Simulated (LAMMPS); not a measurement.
MD of Pd (fcc) at zero pressure, 4000 atoms, as a crystal; each row is its own run.

Level of theory: classical MD, pair style eam, the elements' _u3.eam files (universal-3 set of Foiles, Baskes and Daw), run in LAMMPS.

| T (K) | enthalpy (eV/atom) |
|---|---|
| 200 | -3.8579 |
| 820 | -3.6897 |
| 1100 | -3.6093 |
| 1370 | -3.5269 |
| 1650 | -3.4334 |

Question: Fit a straight line, y = a + b x, to these rows (x is the first column, y the second) and predict the run at x = 300.

Answer: Least squares gives a = -3.9225 and b = 0.0002909. At x = 300 the fit predicts -3.8352 eV/atom. The run itself gave -3.8315 ± 0.0001 eV/atom, so the fit is 3.7 meV/atom low.

Caution (row 1650): this crystal lies over the melting point of about 1420 K that EAM-type universal-3 set of Foiles, Baskes and Daw gives, so it is superheated.
